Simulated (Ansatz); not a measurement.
The reference is Au in the fcc (Cu type) structure (space group Fm-3m, No. 225; relaxed with 0.1 eV smearing).

```
CELL_PARAMETERS angstrom
      0.00000     2.02383     2.02383
      2.02383     0.00000     2.02383
      2.02383     2.02383     0.00000
ATOMIC_POSITIONS crystal
  Au 0.00000 0.00000 0.00000
```

Cartesian axes are those of the cell as printed.

Calculations: LDA (Ansatz, an electronic-structure program, PAW, scalar-relativistic without spin-orbit coupling).

Strains are applied to the cell and any free atomic positions relax; under biaxial strain the out-of-plane vector relaxes too.

One change was made to it. Results:

```csv
quantity,base,after
"pressure (mean of the normal stresses, compression positive)",0.0 GPa,3.0 GPa
energy relative to the base (free energy F),0 meV/atom,+9.5 meV/atom
```

Q: What was done to the base?
A) biaxial strain −1.67 %, plane normal [111], relaxed out of plane
B) biaxial strain −2.50 %, plane normal [111], relaxed out of plane
C) biaxial strain −2.08 %, plane normal [111], relaxed out of plane
D) biaxial strain +0.83 %, plane normal [111], relaxed out of plane

A: C, biaxial strain −2.08 %, plane normal [111], relaxed out of plane. For comparison, the energy relative to the base in the other runs: biaxial strain −1.67 %, plane normal [111], relaxed out of plane gives +6.0 meV/atom; biaxial strain +0.83 %, plane normal [111], relaxed out of plane gives +1.3 meV/atom; biaxial strain −2.50 %, plane normal [111], relaxed out of plane gives +14 meV/atom.

Stability against distortions was not tested.
